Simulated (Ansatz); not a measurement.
Base system: SnO (space group P4/nmm, No. 129; layered, stacked along the Cartesian z axis; relaxed with 0.1 eV smearing).

```yaml
crystal:
  lattice:
    - [3.76851, 0.00000, 0.00000]
    - [0.00000, 3.76851, 0.00000]
    - [0.00000, 0.00000, 4.55708]
  atoms:
    - { symbol: Sn, position: [0.50000, 0.00000, 0.25383] }
    - { symbol: Sn, position: [0.00000, 0.50000, 0.74617] }
    - { symbol: O, position: [0.00000, 0.00000, 0.00000] }
    - { symbol: O, position: [0.50000, 0.50000, 0.00000] }
```

Cartesian axes are those of the cell as printed.

Calculations: Kohn–Sham DFT with the PBEsol-D3(BJ) functional, run in Ansatz (a first-principles code) with PAW and 420 eV plane waves, spin-orbit coupling left out.

It is then changed as follows: the cell is stretched by 5.07 % along y with no lateral relaxation, atoms relaxed at fixed cell.

Question: Predict the stress tensor and what it implies for the stiffness.

Answer: Stress of the strained cell less that of the base (GPa, compression positive):
```
   -4.0     0.0     0.0
    0.0    -4.8     0.0
    0.0     0.0    -0.9
```

Then −Δσ_ii/ε with ε = 0.0507 gives secant stiffness values (nonlinear terms included at this strain): C22 ≈ 95 GPa, C12 ≈ 78 GPa and C23 ≈ 17 GPa.

As a check, the harmonic strain energy −½ V₀ Δσ:ε is 12 meV/atom; the computed energy rise is 13 meV/atom.

Stability against distortions was not tested. The final runs are not spin-polarised.
